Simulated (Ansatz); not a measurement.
The starting structures come from a database of crystals and need not be the phases stable at ambient conditions.

Here is the system:

```
KSb2
1.0
    7.44485     0.00000     0.00000
   -0.62090     8.28190     0.00000
    1.23053    -2.12006     3.50903
K Sb
2 4
Cartesian
  5.41291   4.64975   0.91109
  2.64156   1.51209   2.59795
  2.45923   6.82214   0.64864
  5.59524  -0.66030   2.86039
  6.81372   1.00239   0.82694
  1.24076   5.15945   2.68209
```

Space group of this cell: C2/m. The cell is taken as given.

Transport runs along the normal of the first two printed cell vectors.

The gap is the functional's own. No spin-orbit coupling. Mid-gap values are interpolated on the energy grid.

Q: Estimate the band gap and the smallest decay constant κ at mid-gap that r2SCAN (Ansatz, an electronic-structure program) returns for this system.

A: Gap 0.49 eV on a 8×8×8 mesh; κ = 0.078 1/Å, at (0.500, 0.000) of the in-plane reciprocal vectors. At the zone centre, at the nearest computed energy, the slowest state has κ = 0.13 1/Å.
